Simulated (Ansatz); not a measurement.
Seebeck coefficient (μV/K, mean over directions) of p-type InP (F-43m) against carrier density, r2SCAN with spin-orbit coupling, rigid bands (Ansatz, a program for electronic structure). Computed gap 1.09 eV; densities at which minority carriers matter at this gap, or further valleys turn the trend, are left out. Conductivity mass 0.56 mₑ (harmonic mean over directions), N_v = 2.4e19 cm⁻³ at 300 K.

```
hole density  300 K  500 K
------------  -----  -----
1e16 cm⁻³       910      …
1e17 cm⁻³       711    797
1e18 cm⁻³       513    599
3e18 cm⁻³       420    504
1e19 cm⁻³       320      …
3e19 cm⁻³       235      …
1e20 cm⁻³       155    217
3e20 cm⁻³        94    141
1e21 cm⁻³        45     74
```

Question: Fill in the missing entries.

Answer: 
- 1e16 cm⁻³, 500 K: 995
- 1e19 cm⁻³, 500 K: 402
- 3e19 cm⁻³, 500 K: 311

Rigid bands with a gap fixed in temperature, one relaxation time for all states, no polarons or phonon drag, and whether or not such doping can be reached. Geometry: cell and atoms relaxed with PBEsol.
